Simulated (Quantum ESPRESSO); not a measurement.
Short convergence ladders for MoW (Cmm2, 2 atoms in the cell)

```xyz
2
Lattice="1.5714 2.2231 0.0000 -1.5714 2.2231 0.0000 0.0000 0.0000 4.4642" Properties=species:S:1:pos:R:3 pbc="T T T"
Mo     0.0000     0.0000    -0.0500
W     -1.5714     0.0000    -2.2321
```

Base method: PBEsol, GBRV 1.5 ultrasoft (PBESOL) pseudopotentials (plane waves; Quantum ESPRESSO).

Base settings: ecutwfc = 40 Ry; ecutrho = 320 Ry; occupations = smearing; smearing = fermi-dirac; degauss = 0.0073499 Ry; potentials = {Mo: mo_pbesol_v1.uspp.F.UPF, W: w_pbesol_v1.2.uspp.F.UPF}; K_POINTS = automatic 8 8 5 0 0 0; conv_thr = 1e-10 Ry.

The count of work is k-points × plane waves × bands × iterations; it is no time. Core times come from one kind of shared machine, to one figure; runs under 30 s give none.

**Shifted k-point meshes**

Only quantities that move along the ladder and can be compared are tabulated.

```tsv
K_POINTS	free energy less the last step's (meV/atom)	pressure (GPa)	largest difference of a force vector from the last step's (eV/Å)	count of work / last
automatic 2 2 2 1 1 1	1204.16	15.15	0.539	0.0019
automatic 4 4 2 1 1 1	-100.17	-3.77	0.041	0.0059
automatic 5 5 3 1 1 1	39.93	-1.56	0.096	0.018
automatic 6 6 4 1 1 1	18.33	-2.67	0.011	0.026
automatic 8 8 5 1 1 1	4.86	-2.99	0.006	0.059
automatic 22 22 13 1 1 1	0.00	-3.11	0.000	1.0
```

Coarsest K_POINTS that holds the pressure within 0.5 GPa of the last step, with all finer ones: automatic 6 6 4 1 1 1, at 0.026 of the last step's count of work; the step before is off by 1.6 GPa.

Coarsest K_POINTS that holds the free energy within 2 meV/atom: not settled: the last two steps still differ by 4.9 meV/atom, over half the tolerance, so the ladder does not show it.

**The k-point mesh at a smearing width of 0.3 eV**

In this ladder: degauss = 0.02205 Ry.

Only quantities that move along the ladder and can be compared are tabulated.

| K_POINTS | free energy less the last step's (meV/atom) | pressure (GPa) | largest difference of a force vector from the last step's (eV/Å) | count of work / last | core time / last (rough) |
|---|---|---|---|---|---|
| automatic 5 5 3 0 0 0 | -14.02 | -2.96 | 0.011 | 0.021 | – |
| automatic 8 8 5 0 0 0 | 3.48 | -2.39 | 0.015 | 0.081 | – |
| automatic 12 12 7 0 0 0 | -0.39 | -2.52 | 0.003 | 0.20 | 0.2 |
| automatic 17 17 10 0 0 0 | -0.03 | -2.49 | 0.001 | 0.63 | 0.6 |
| automatic 20 20 12 0 0 0 | 0.00 | -2.49 | 0.000 | 1.0 | 1 |

Coarsest K_POINTS that holds the forces within 0.005 eV/Å of the last step, with all finer ones: automatic 12 12 7 0 0 0, at 0.20 of the last step's count of work and about 0.2 of the last step's time; the step before is off by 0.015 eV/Å.

Coarsest K_POINTS that holds the pressure within 0.2 GPa of the last step, with all finer ones: automatic 8 8 5 0 0 0, at 0.081 of the last step's count of work; the step before is off by 0.47 GPa.

Coarsest K_POINTS that holds the free energy within 1 meV/atom of the last step, with all finer ones: automatic 12 12 7 0 0 0, at 0.20 of the last step's count of work and about 0.2 of the last step's time; the step before is off by 3.5 meV/atom.

**The SCF threshold**

The mesh stays at the base's, so the ladder's end is converged at best in this setting alone.

Only quantities that move along the ladder and can be compared are tabulated.

| conv_thr | free energy less the last step's (meV/atom) | largest difference of a force vector from the last step's (eV/Å) | count of work / last |
|---|---|---|---|
| 0.0073 Ry | 9.11 | 0.037 | 0.31 |
| 7.3e-05 Ry | 0.01 | 0.013 | 0.54 |
| 7.3e-07 Ry | 0.01 | 0.013 | 0.54 |
| 7.3e-09 Ry | 0.00 | 0.000 | 0.77 |
| 1e-10 Ry | 0.00 | 0.000 | 0.92 |
| 7.3e-14 Ry | 0.00 | 0.000 | 1.0 |

Coarsest conv_thr that holds the free energy within 5 meV/atom of the last step, with all finer ones: 7.3e-05 Ry; the step before is off by 9.1 meV/atom.

Coarsest conv_thr that holds the forces within 0.02 eV/Å of the last step, with all finer ones: 7.3e-05 Ry; the step before is off by 0.037 eV/Å.

On the base run: the starting cell comes from a database of computed structures (which also holds hypothetical and non-ambient phases and stackings), without a prior relaxation at this level. Its lattice was rescaled by up to half a per cent. One atom was moved a little off its site on purpose. Spin polarisation is off.
